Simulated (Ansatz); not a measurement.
The starting structures come from a database of crystals and need not be the phases stable at ambient conditions.

Data:

```
CELL_PARAMETERS angstrom
      6.93665     0.00000     0.00000
      1.12665     6.94124     0.00000
     -0.92647    -0.96573     5.64221
ATOMIC_POSITIONS crystal
  V  0.80400 0.61430 0.77370
  V  0.19600 0.38570 0.22630
  Zn 0.90930 0.09190 0.72640
  Zn 0.09070 0.90810 0.27360
  Zn 0.61190 0.82670 0.28140
  Zn 0.38810 0.17330 0.71860
  Bi 0.29770 0.71530 0.78220
  Bi 0.70230 0.28470 0.21780
  O  0.65970 0.12030 0.86540
  O  0.34030 0.87970 0.13460
  O  0.98550 0.77850 0.86230
  O  0.01450 0.22150 0.13770
  O  0.80890 0.00660 0.35910
  O  0.19110 0.99340 0.64090
  O  0.09380 0.61720 0.33750
  O  0.90620 0.38280 0.66250
  O  0.68320 0.60280 0.01170
  O  0.31680 0.39720 0.98830
  O  0.38170 0.30940 0.44510
  O  0.61830 0.69060 0.55490
```

Space group of this cell: P-1. The cell is taken as given; by r2SCAN its mean pressure is -7.4 GPa.

Transport runs along the normal of the first two printed cell vectors.

The gap is the functional's own, uncorrected, and κ follows it; spin-orbit coupling is left out. Mid-gap values are interpolated between the computed energies.

Q: Compute, with r2SCAN run with Ansatz (a quantum-chemistry and plane-wave program), the band gap and the smallest decay constant κ at mid-gap.

A: Gap 2.81 eV on a 6×6×6 mesh; κ = 0.408 1/Å, at (0.000, 0.333) of the in-plane reciprocal vectors. At the zone centre, at the nearest computed energy, the slowest state has κ = 0.45 1/Å.
